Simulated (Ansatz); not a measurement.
The starting structures come from a database of crystals and need not be the phases stable at ambient conditions.

 Where the default PAW files enter, the runs use the earlier of Ansatz's two default sets.

By PBEsol, the system below comes out a metal.

Without scattering a metal conducts by its projected Fermi surface.

Here is the system:

```xyz
2
Lattice="4.1126 0.0000 0.0000 0.0000 4.3892 0.0000 0.0000 2.1946 1.2671" Properties=species:S:1:pos:R:3 pbc="T T T"
Cu     3.0844     2.9261     0.0000
Cu     1.0281     1.4631     0.0000
```

Space group of this cell: P6_3/mmc, hcp (Mg type). The cell is taken as given; by PBEsol its mean pressure is -1.7 GPa.

The current flows along the normal of the first two printed cell vectors, the (110) plane of the conventional cell. No spin-orbit coupling; the value is a mean over 0.1 eV about the Fermi level.

Task: State the ballistic conductance per area according to PBEsol (Ansatz, an electronic-structure program).

Result: 1.2 × 10¹⁵ S/m² for both spins.
